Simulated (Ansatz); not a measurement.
Input:

```
CELL_PARAMETERS angstrom
      2.67689     1.54551     4.73676
     -2.67689     1.54551     4.73676
      0.00000    -3.09101     4.73676
ATOMIC_POSITIONS crystal
  Zn 0.29386 0.29386 0.29386
  Zn 0.79386 0.79386 0.79386
  Sn 0.01201 0.01201 0.01201
  Sn 0.51201 0.51201 0.51201
  O  0.72353 0.11691 0.40398
  O  0.40398 0.72353 0.11691
  O  0.11691 0.40398 0.72353
  O  0.90398 0.61691 0.22353
  O  0.22353 0.90398 0.61691
  O  0.61691 0.22353 0.90398
```

No spin polarisation.

Method: Ansatz (a program for electronic structure) PBEsol, scalar-relativistic without spin-orbit coupling. Settings: 8×8×8 k-points, 0.05 eV Fermi–Dirac smearing.

Q: Predict the pressure, valence-band top at Γ and electron mass.

A: The pressure (mean of the normal stresses, compression positive) is -7.15 GPa, the valence-band top at Γ (three highest levels, from the VBM) comes out as 0.00, 0.00, -0.49 eV and the electron mass comes out as 0.16 mₑ along c, 0.17 mₑ across (at Γ).

The levels and masses belong to the bands next to the band gap. The cells carry an imposed strain or load. Masses are band curvatures over ±0.01 Å⁻¹ around the edge. Stability against distortions was not tested. The cell was made from ZnSnO3 (space group R3c, No. 161) by this change: isotropic strain +1.43 %.
